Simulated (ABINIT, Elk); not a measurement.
An Elk input for a self-consistent single point of Ba (Im-3m, 1 atom in the cell) (DFT, LDA (PW92), all-electron FP-LAPW, Elk's shipped species files, APW+lo basis with extra local orbitals):

```
tasks
  0

rgkmax
  8.0

gmaxvr
  16.0

nxlo
  2

lorbcnd
  .true.

lmaxi
  3

stype
  0

swidth
  0.00367493

maxscl
  100

scale
  1.889726125

avec
   -2.5150200000    2.5150200000    2.5150200000
    2.5150200000   -2.5150200000    2.5150200000
    2.5150200000    2.5150200000   -2.5150200000

sppath
  'species/'

atoms
  1
  'Ba.in'
  1
  0.0000000000  0.0000000000  0.0000000000    0.0 0.0 0.0

ngridk
  12 12 12
```

Give the ABINIT input for the same structure, mesh, smearing and functional.

This is the input that was run; spellings and numerical settings could be chosen otherwise.

```
# Ba, PseudoDojo nc-sr-04 LDA standard
pp_dirpath "./"
pseudos "Ba.upf"
acell 3*1.0 Angstrom
rprim
        -2.5150200000    2.5150200000    2.5150200000
         2.5150200000   -2.5150200000    2.5150200000
         2.5150200000    2.5150200000   -2.5150200000
natom 1
ntypat 1
znucl 56
typat 1
xcart
         0.0000000000    0.0000000000    0.0000000000
      Angstrom
ecut 56 Ry
ixc 7
occopt 7
tsmear 0.1 eV
nband 10
kptopt 1
ngkpt 12 12 12
nshiftk 1
shiftk 0 0 0
nstep 60
tolvrs 1.0e-11
prtwf 0
prtden 0
```

Basis settings and potentials, where a program has them, do not carry over. This input uses DFT, LDA (PW92), plane waves, norm-conserving pseudopotentials (PseudoDojo nc-sr-04 LDA standard). LDA parametrisations can differ slightly between programs.

The starting cell has typed, rounded lattice constants, without a prior relaxation at this level. Its lattice was rescaled by a random factor within 2.5 % of one.
